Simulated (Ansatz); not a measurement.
GeSe2 (I-42d, No. 122, 6 atoms in the cell; start mp-10074), treated with PBE0 (plane waves, PAW; Ansatz, a first-principles code).

Settings: plane-wave cutoff 460 eV, 6×6×6 k mesh, Fermi–Dirac smearing 0.01 eV, scalar-relativistic PAW data made under PBE.

Cell (relaxed with PBEsol):

```cif
data_Ge4Se8
_chemical_formula_sum 'Ge4 Se8'
_space_group_name_H-M_alt 'I-42d'
_space_group_IT_number 122
_space_group_name_Hall 'I -4 2bw'
_cell_length_a 5.79065
_cell_length_b 5.79065
_cell_length_c 9.60428
_cell_angle_alpha 90.000
_cell_angle_beta 90.000
_cell_angle_gamma 90.000
loop_
_atom_site_label
_atom_site_type_symbol
_atom_site_symmetry_multiplicity
_atom_site_Wyckoff_symbol
_atom_site_fract_x
_atom_site_fract_y
_atom_site_fract_z
_atom_site_occupancy
Ge1 Ge 4 a 0.00000 0.00000 0.00000 1
Se1 Se 8 d 0.25000 0.24945 0.37500 1
```
(The calculation used a cell of 6 atoms; values per cell refer to that cell.)

Problem. Give the computed band gap and smallest direct gap on the k points sampled.

Solution. 
band gap: 2.95 eV (on the SCF k mesh) (indirect)
smallest direct gap on the k points sampled: 3.28 eV

Note: cell and atoms aren't relaxed at this level.

Spin–orbit coupling is not included.

A start named mp-… is a Materials Project structure, which need not be a measured phase.
